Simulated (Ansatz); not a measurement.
# Rh under a change: x(Bi) = 0.25, 4 atoms, Cmmm

Take Rh in the fcc (Cu type) structure (space group Fm-3m, No. 225; a = 3.780 Å) as the base.

The other end (x = 1) is Bi in the fcc (Cu type) structure (space group Fm-3m, No. 225; a hypothetical phase, not in the database extracts checked): 30.19 Å³/atom, gap zero; this end may not be an ambient phase.

Modification: a fraction x = 0.25 of the Rh sites is given to Bi, ordered in a cell of 4 atoms (starting symmetry Cmmm) and fully relaxed.

The values are results of Ansatz (a first-principles code) PBEsol, no spin-orbit coupling, not measurements. Γ-centred 10×10×15 mesh, Fermi–Dirac width 0.05 eV, for the changed cell.

```json
[
 {"quantity": "volume per atom", "base": "13.50 Å³", "changed": "15.97 Å³", "shift": "+2.464 Å³"},
 {"quantity": "density", "base": "12.66 g/cm³", "changed": "13.46 g/cm³", "shift": "+0.80 g/cm³"},
 {"quantity": "shortest interatomic distance", "base": "2.673 Å", "changed": "2.793 Å", "shift": "+0.120 Å"},
 {"quantity": "band gap", "base": "zero", "changed": "zero", "shift": "–"},
 {"quantity": "mixing energy (to 0.01 eV only: unlike meshes or grids) (against an end that may be hypothetical)", "base": "–", "changed": "+0.12 eV/atom", "shift": "–"},
 {"quantity": "deviation of the volume from the linear (Vegard-type) interpolation", "base": "–", "changed": "-9.7 %", "shift": "–"}
]
```

Cost of the whole job for the changed cell (relaxation, final SCF and bands): about 100 core-seconds (a rough figure).

Each cell is one ordered arrangement of few atoms, which overstates ordering effects compared with a random alloy. Whether these cells are dynamically stable was not tested. The final runs are not spin-polarised.
